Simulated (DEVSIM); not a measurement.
Structure: Au/AlN/p-GaSb capacitor, at 300 K.

```
layer (left to right)  material  thickness (nm)  Na (cm⁻³)
---------------------  --------  --------------  ---------
1                           AlN            26.0          -
2                          GaSb           17000     6.5e14
```

Metal gate on the left, work function 5.1 eV. Fixed charge at the semiconductor interface 0 cm⁻² (in units of +e); interface traps 1.3e11 cm⁻² eV⁻¹, uniform in energy, neutral level at 0.3 of the gap above the valence band.

The device is made up for the run: typed textbook-type constants, with dimensions and the other settings drawn at random. Values at 300 K.

```
parameter      AlN    GaSb
-------------  ---  ------
gap (eV)       6.1   0.726
affinity (eV)  1.9    4.06
permittivity   8.5    15.7
Nc (cm⁻³)        -  2.1e17
Nv (cm⁻³)        -  1.8e19
```

DEVSIM, 1D Poisson equation in equilibrium, Boltzmann statistics, complete ionisation; no quantum confinement or tunnelling. Metal contacts follow the ideal Schottky-Mott rule: no Fermi-level pinning, no interface dipoles.

Question: Give the band bending (positive: bands bend down) and minority sheet density.

Answer: 
```json
[
 {"Vg (V)": "-0.4", "ψs (V)": "-0.225", "minority carriers (cm⁻²)": "< 1e8"},
 {"Vg (V)": "-0.25", "ψs (V)": "-0.215", "minority carriers (cm⁻²)": "< 1e8"},
 {"Vg (V)": "-0.1", "ψs (V)": "-0.202", "minority carriers (cm⁻²)": "< 1e8"},
 {"Vg (V)": "0.05", "ψs (V)": "-0.184", "minority carriers (cm⁻²)": "< 1e8"},
 {"Vg (V)": "0.2", "ψs (V)": "-0.161", "minority carriers (cm⁻²)": "< 1e8"},
 {"Vg (V)": "0.35", "ψs (V)": "-0.123", "minority carriers (cm⁻²)": "< 1e8"},
 {"Vg (V)": "0.5", "ψs (V)": "-0.056", "minority carriers (cm⁻²)": "< 1e8"},
 {"Vg (V)": "0.65", "ψs (V)": "0.054", "minority carriers (cm⁻²)": "< 1e8"},
 {"Vg (V)": "0.8", "ψs (V)": "0.182", "minority carriers (cm⁻²)": "< 1e8"},
 {"Vg (V)": "0.95", "ψs (V)": "0.313", "minority carriers (cm⁻²)": "2.7e9"},
 {"Vg (V)": "1.1", "ψs (V)": "0.413", "minority carriers (cm⁻²)": "7.3e10"},
 {"Vg (V)": "1.25", "ψs (V)": "0.461", "minority carriers (cm⁻²)": "2.5e11"}
]
```
